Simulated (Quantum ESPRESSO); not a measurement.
Input and output of a self-consistent single point for ZnS (P6_3mc, 4 atoms in the cell) (Quantum ESPRESSO).

Computed with PBE, PSlibrary PAW (PBE) pseudopotentials (plane waves; Quantum ESPRESSO).

The change in words: lattice scaled by 0.98. Reference geometry:
```xyz
4
Lattice="3.8058 0.0000 0.0000 -1.9029 3.2959 0.0000 0.0000 0.0000 6.2380" Properties=species:S:1:pos:R:3 pbc="T T T"
Zn     0.0000     2.1973     0.0009
Zn     1.9029     1.0986     3.1199
S      0.0000     2.1973     2.3384
S      1.9029     1.0986     5.4574
```

Reference input (self-consistent single point, DFT, PBE, plane waves, PSlibrary PAW (PBE) pseudopotentials): ecutwfc = 50 Ry; ecutrho = 300 Ry; occupations = smearing; smearing = fd; degauss = 0.0036749 Ry; potentials = {Zn: Zn.pbe-dn-kjpaw_psl.1.0.0.UPF, S: S.pbe-n-kjpaw_psl.1.0.0.UPF}; K_POINTS = automatic 8 8 5 0 0 0; conv_thr = 1e-10 Ry. This run's input differs from it in these lines:

```diff
@@ -31,5 +31,5 @@
 CELL_PARAMETERS angstrom
-   3.80579972     0.00000000     0.00000000
-  -1.90289986     3.29591924     0.00000000
-   0.00000000     0.00000000     6.23798000
+   3.72968395     0.00000000     0.00000000
+  -1.86484197     3.23000105     0.00000000
+   0.00000000     0.00000000     6.11322000
```

Output (repeated stretches shortened):

```
     Self-consistent Calculation

     iteration #  1     ecut=    50.00 Ry     beta= 0.70

     Threshold (ethr) on eigenvalues was too large:
     Diagonalizing with lowered threshold

     total energy              =    -620.22319920 Ry
     estimated scf accuracy    <       0.11089087 Ry

     iteration #  2     ecut=    50.00 Ry     beta= 0.70

     total energy              =    -620.24871000 Ry
     estimated scf accuracy    <       0.01895898 Ry

     iteration #  3     ecut=    50.00 Ry     beta= 0.70

     total energy              =    -620.25210220 Ry
     estimated scf accuracy    <       0.00180959 Ry

   [... 6 blocks of this kind left out ...]

     iteration # 10     ecut=    50.00 Ry     beta= 0.70

     total energy              =    -620.25277492 Ry
     estimated scf accuracy    <          1.1E-10 Ry

     iteration # 11     ecut=    50.00 Ry     beta= 0.70
     End of self-consistent calculation

     the Fermi energy is     7.9014 ev

!    total energy              =    -620.25277492 Ry
     estimated scf accuracy    <          6.5E-13 Ry
     smearing contrib. (-TS)   =      -0.00000000 Ry
     internal energy E=F+TS    =    -620.25277492 Ry

     convergence has been achieved in  11 iterations

     Forces acting on atoms (cartesian axes, Ry/au):

     atom    1 type  1   force =     0.00000000    0.00000000    0.00103610
     atom    2 type  1   force =     0.00000000    0.00000000    0.00103610
     atom    3 type  2   force =     0.00000000    0.00000000   -0.00103610
     atom    4 type  2   force =     0.00000000    0.00000000   -0.00103610

     Total force =     0.002072     Total SCF correction =     0.000001

          total   stress  (Ry/bohr**3)                   (kbar)     P=       68.85
   0.00046431  -0.00000000   0.00000000           68.30       -0.00        0.00
  -0.00000000   0.00046431   0.00000000           -0.00       68.30        0.00
   0.00000000   0.00000000   0.00047544            0.00        0.00       69.94

   JOB DONE.
```

The run converged in 11 iterations. Against the reference run the free energy rises by 35.0 meV/atom, the pressure goes from 1.46 to 6.88 GPa, the largest force goes from 0.011 to 0.027 eV/Å and the gap on the mesh goes from 2.206 to 2.484 eV.

The starting cell comes from a database of computed structures (which also holds hypothetical and non-ambient phases and stackings), without a prior relaxation at this level. For this run, on top of that: lattice scaled by 0.98. With a pressure of about 7 GPa the cell is away from its equilibrium volume at this level.

Cost on one core of a shared machine: roughly 50 s.
